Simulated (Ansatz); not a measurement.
Consider interstitial Na in zinc-blende GaAs, charge state +1. Method: PBE, PAW (plane waves to 420 eV; Ansatz, a first-principles code).

Cell of 64 host sites held at the relaxed PBE lattice; one k-point at (0.250, 0.250, 0.250); Fermi-Dirac width 0.05 eV, spin-restricted; finite-size errors left in. Energies are static. PBE gaps are too small, and in this host the defect's levels may merge with the bands. The charge state is imposed; whether it is stable for some Fermi level was not computed. Sites that were not tried may lie lower.

Barriers: single points on a 2×2×2 k-point mesh shifted by half a step at the bands' geometries.

The step: Na moves alone to another site; the atom moves 2.49 Å along (0.25, 0.25, 0.25) of the unit cell; the moving atom starts with neighbours 3 As at 2.89, 3 As at 2.90; 3 Ga at 2.68, Ga at 2.69 Å and ends with 3 As at 2.61, As at 2.62; 3 Ga at 2.94, 3 Ga at 2.96 Å.

Problem. Predict the migration barrier of this step from PBE, PAW.

Solution. 0.89 eV forward and 0.76 eV backward. At the saddle the moving atom has neighbours 3 As at 2.54; 3 Ga at 2.63 Å. The saddle point's order was not checked, and it lies on a symmetry element of the cell, where a band can be held.
